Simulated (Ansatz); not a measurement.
Output of an Ansatz run (abridged):

```
WARN ansatz: RAYON_NUM_THREADS=1 ignored (pool sized by the plan → 1); use --threads N
Pseudopotentials: kind: paw
Pseudopotential: Ir, paw, valence charge 17
Pseudopotential: Rh, paw, valence charge 17
Crystal: 4 atoms, lattice volume = 57.120 Å³
Basis set: ecut = 420.4159175005146 eV, 1129 PW (Γ), exchange–correlation on 64×64×64 points (8 copies of the dense FFT grid, shifted against one another)
Bands: 41, of which v1, the nominal top of the filled ones, is band 34 counted from 1 (33 counted from 0)
Symmetry: 8 space group operations
Space group: I4mm (ITA 107), of the structure as read, at distance tolerance 3.9e-5 Å
k-points: 163 of 1728 (time reversal used)
PAW frozen core: Ir, regenerated for the run's functional, and the local potential with it
PAW frozen core: Rh, regenerated for the run's functional, and the local potential with it
Initial density: superposition of atomic densities (neutral atoms: chi_scale 0, normalization atom), corrected by the library's trained network
Initial wavefunctions: pseudopotential atomic-orbital guess
Eigensolver: davidson
Functional: x = pbesol(κ = 0.804, μ = 0.12345679012345678), c = pbesol(β = 0.046)
SCF iter   1: F=—  HF=-41735.936512 eV  |F-HF|=—  |Δ(HF+E_count)|=         —  Δρ=9.67e-3  dr2=5.80e-2  ethr=1.77e-3  ⟨swp⟩=5.4  Hψ=22031  notcnv=0
all-band conjugate gradients solve this SCF's bands
preconditioner: auto → Kerker (q_TF=auto, 2.809 Å⁻¹)
SCF iter   2: F=—  HF=-41735.933159 eV  |F-HF|=—  |Δ(HF+E_count)|=   3.35e-3  Δρ=4.37e-3  dr2=1.10e-2  ethr=8.53e-5  ⟨swp⟩=1.0  Hψ=7989  notcnv=0
SCF iter   3: F=—  HF=-41735.931838 eV  |F-HF|=—  |Δ(HF+E_count)|=   1.32e-3  Δρ=6.88e-4  dr2=1.17e-4  ethr=1.62e-5  ⟨swp⟩=2.5  Hψ=10259  notcnv=0
SCF iter   4: F=—  HF=-41735.931843 eV  |F-HF|=—  |Δ(HF+E_count)|=   5.35e-6  Δρ=8.39e-5  dr2=5.04e-6  ethr=1.72e-7  ⟨swp⟩=2.1  Hψ=9706  notcnv=0
SCF iter   5: F=—  HF=-41735.931844 eV  |F-HF|=—  |Δ(HF+E_count)|=   1.30e-6  Δρ=2.64e-5  dr2=4.61e-7  ethr=7.41e-9  ⟨swp⟩=2.3  Hψ=9682  notcnv=0
SCF iter   6: F=-41735.931844 eV  HF=-41735.931844 eV  |F-HF|=1.15e-8  |Δ(HF+E_count)|=   8.53e-8  Δρ=5.88e-6  dr2=2.16e-8  ethr=1.47e-10  ⟨swp⟩=4.2  Hψ=21865  notcnv=0
SCF 1 converged in 6 iterations: F = -41735.931844 eV  dr2 = 2.16e-8
SCF converged after 6 iterations
Free energy (F): -41735.931844 eV
Harris-Foulkes:  -41735.931844 eV  (|F-HF|=1.15e-8)
Internal energy: -41735.798282 eV  (E = F + TS)
E sigma→0 (E₀):  -41735.865063 eV
Entropy (-TS):   -0.133563 eV (-33.391 meV/atom)
Fermi energy:    24.264185 eV
--- Per-component energies (eV) ---
  E_band       = -373.425026
  E_kinetic    = 2439.278999
  E_local      = -4841.597052  (includes V_loc(G=0)·N_el)
  E_nonlocal   = 583.463033
  E_hartree    = 1797.788428
  E_xc         = -1018.998098
  E_vxc        = -1175.590808  (∫ρ·V_xc dr)
  E_paw        = -30789.535603  (= ΣΔE_a)
  E_vpaw       = -974.554145  (= ΣTr[D̂ρ^β])
  E_aug_tail   = 0.000971  (compensation charges beyond the density's cutoff)
  E_ewald      = -9907.271013
  E_core_change = 1.072054  (= ΣΔE_core)
  E_smearing   = -0.133563  (= −TS)
  E_closure    = -0.000000  (closes the sum)
  Σ components = -41735.931844   (vs F -41735.931844, Δ=0.00e0)
--- Forces (eV/Å), atoms counted from 1 ---
  atom   1  Ir    -0.00000000     0.00000000     0.27906605
  atom   2  Ir     0.00000000    -0.00000000     0.27906605
  atom   3  Ir     0.00000000     0.00000000    -0.67744518
  atom   4  Rh    -0.00000000     0.00000000     0.11930421
  max |Σ_I F_I| component: 8.88e-6 eV/Å
--- Stress (GPa, compression-positive) ---
       -8.789175       0.000000      -0.000000
        0.000000      -8.789175      -0.000000
       -0.000000      -0.000000      -8.731980
  P = ⅓ Tr σ = -8.7701 GPa (-87.701 kbar)
  The stress holds the Pulay correction. Without it, at fixed plane waves, as pw.x and ABINIT print it: P = -8.8420 GPa
--- Band table (eV; the first three rows and the last of 163) ---
  k-point 0: bands = ["-68.4776", "-68.3866", "-68.3556", "-54.6438", "-25.5496", "-25.4117", "-25.4117", "-25.3167", "-25.3167", "-25.1662", "-25.0313", "-25.0104", "-25.0104", "-22.5509", "-22.5509", "-22.5407", "13.9724", "16.9439", "17.4383", [...]
  k-point 1: bands = ["-68.4767", "-68.3860", "-68.3570", "-54.6438", "-25.5509", "-25.4084", "-25.3903", "-25.3292", "-25.3162", "-25.1532", "-25.0379", "-25.0318", "-25.0074", "-22.5551", "-22.5502", "-22.5411", "14.1707", "17.0857", "17.5775", [...]
  k-point 2: bands = ["-68.4745", "-68.3843", "-68.3608", "-54.6438", "-25.5590", "-25.3938", "-25.3861", "-25.3177", "-25.3006", "-25.1248", "-25.1056", "-25.0409", "-25.0005", "-22.5636", "-22.5482", "-22.5423", "14.7371", "17.4237", "18.0276", [...]
  k-point 162: bands = ["-68.4667", "-68.3973", "-68.3556", "-54.6440", "-25.5238", "-25.5238", "-25.3353", "-25.2399", "-25.1763", "-25.1763", "-25.1592", "-25.0384", "-25.0384", "-22.5635", "-22.5479", "-22.5479", "16.4206", "16.7762", "17.0007", [...]
```

The structure:

```
CELL_PARAMETERS angstrom
     -1.92485     1.92485     3.85424
      1.92485    -1.92485     3.85424
      1.92485     1.92485    -3.85424
ATOMIC_POSITIONS crystal
  Ir 0.75000 0.25000 0.50000
  Ir 0.25000 0.75000 0.50000
  Ir 0.50649 0.50649 0.00000
  Rh 0.00000 0.00000 0.00000
```

What input produced this log?

Other spellings and defaults could give the same log, and not every line can be read from it. The input that was run (DFT, PBEsol, plane waves, default PAW files made with PBE):

Ansatz 0.2 input:
```yaml
# Ir3Rh
crystal:
  lattice:
    - [-1.924847, 1.924847, 3.854238]
    - [1.924847, -1.924847, 3.854238]
    - [1.924847, 1.924847, -3.854238]
  atoms:
    - { symbol: Ir, position: [0.750000, 0.250000, 0.500000] }
    - { symbol: Ir, position: [0.250000, 0.750000, 0.500000] }
    - { symbol: Ir, position: [0.506486, 0.506486, 0.000000] }
    - { symbol: Rh, position: [0.000000, 0.000000, 0.000000] }
basis:
  ecutwfc: 30.9 Ry
kpoints:
  mp_grid: { grid: [12, 12, 12] }
hamiltonian:
  xc: pbesol
  pseudopotentials: { kind: paw }
scf:
  occupations: { method: fermi_dirac, width: 0.0073 Ry }
output:
  forces: true
  eigenvalues: true
  stress: true
```

The starting cell comes from a database of computed structures (which also holds hypothetical and non-ambient phases and stackings), without a prior relaxation at this level. Its lattice was rescaled by up to half a per cent. One atom was moved a little off its site on purpose. Spin-orbit coupling is off. Spin polarisation is off. With a pressure of about -9 GPa the cell is away from its equilibrium volume at this level. Ansatz's pressure includes its estimate of the finite-basis (Pulay) stress.

Ansatz is a quantum-chemistry and plane-wave program.
